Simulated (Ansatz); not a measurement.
CO on the 1x1 (111) surface of fcc Cu, one in a 2x2 cell: adsorption energies (eV for each) against CO(g) in Ansatz (plane waves, PAW). Structures relaxed with PBE; the other functionals are single points on them, with slab and gas at the same level. No dispersion, zero-point or thermal terms. Rows are starts at which the adsorbate stayed; left out, since it moved away, changed or didn't bind there, or the run didn't converge: bridge Cu-Cu (span 2.6 Å).

Model: 18-atom slab, 6.2 Å thick at the start under the adsorbate (thin: gaps and levels are the slab's own), 6x6x1 mesh, Fermi-Dirac 0.1 eV, dipole correction, 8 atoms held, the rest relaxed; each run with such symmetry as its start has; no spin, no spin-orbit, no U, no dispersion correction.

```tsv
site	PBE	RPBE	r2SCAN
top Cu	-0.67	-0.38	-0.82
hollow Cu-Cu-Cu over Cu at depth 2.1 Å	-0.72	-0.36	-0.85
hollow Cu-Cu-Cu over Cu at depth 4.1 Å	-0.75	-0.38	-0.87
```

RPBE moves the energies by 0.34 eV on average against PBE and the two lowest sites lie within 0.02 eV at one of the levels. r2SCAN moves the energies by -0.13 eV on average against PBE and puts 'hollow Cu-Cu-Cu over Cu at depth 4.1 Å' lowest, as PBE does.

Ansatz is a first-principles code.
